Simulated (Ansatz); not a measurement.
**Ti: pressure −2 GPa**

The parent structure is Ti in the hcp (Mg type) structure (space group P6_3/mmc, No. 194; a = 2.9009 Å, c = 4.5906 Å).

The change: hydrostatic tension (pressure −2 GPa).

Calculations: PBEsol in Ansatz (plane waves to 420 eV, PAW, no SOC). Γ-centred 18×18×10 mesh, Fermi–Dirac width 0.05 eV.

| quantity | base | changed | shift |
|---|---|---|---|
| volume per atom | 16.73 Å³ | 17.02 Å³ | +0.29 Å³ |
| lattice parameter a | 2.901 Å | 2.918 Å | +0.0175 Å |
| shortest interatomic distance | 2.841 Å | 2.857 Å | +0.016 Å |
| enthalpy H = E + PV relative to the base's energy | – | -0.21 eV/atom | – |
| band gap | zero | zero | – |

Cost of the whole job for the changed cell (relaxation, final SCF and bands): around 27 core-seconds (rough).

Load acts through the strain it causes; cell and atoms are relaxed under it. No phonon test of stability was made. The final runs are not spin-polarised.

Ansatz is a quantum-chemistry and plane-wave program.
